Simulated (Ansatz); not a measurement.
Start from BiB in the zinc blende structure (space group F-43m, No. 216; a = 5.4556 Å; a hypothetical phase, not in the database extracts checked).

One thing is altered: a negative pressure, −1 GPa.

Levels (all Ansatz, an electronic-structure program, PAW): PBEsol (420 eV, no spin-orbit coupling); PBEsol+SOC (420 eV, spin-orbit coupling included).

The geometry is relaxed with PBEsol.

- PBEsol pressure: -1.01 GPa
- PBEsol valence-band top at Γ: 0.00, 0.00, 0.00 eV
- PBEsol band gap: 0.35 eV

With PBEsol+SOC at the same geometry, the pressure drops by 0.07 GPa to -1.08 GPa; the valence-band top at Γ (three highest Kramers pairs, from the VBM) goes from 0.00, 0.00, 0.00 eV to 0.00, 0.00, -1.36 eV; the band gap falls by 0.19 eV to 0.16 eV. The threefold valence maximum splits by Δso ≈ 1.36 eV.

Single points use the geometry relaxed with PBEsol. Differences between runs with and without spin-orbit coupling are approximate. With Bi present, leaving out spin-orbit coupling can change the band edges. Load acts through the strain it causes; cell and atoms are relaxed under it. No phonon test of stability was made. The zero or small gap of BiB under pressure −1 GPa can change with the level of theory.
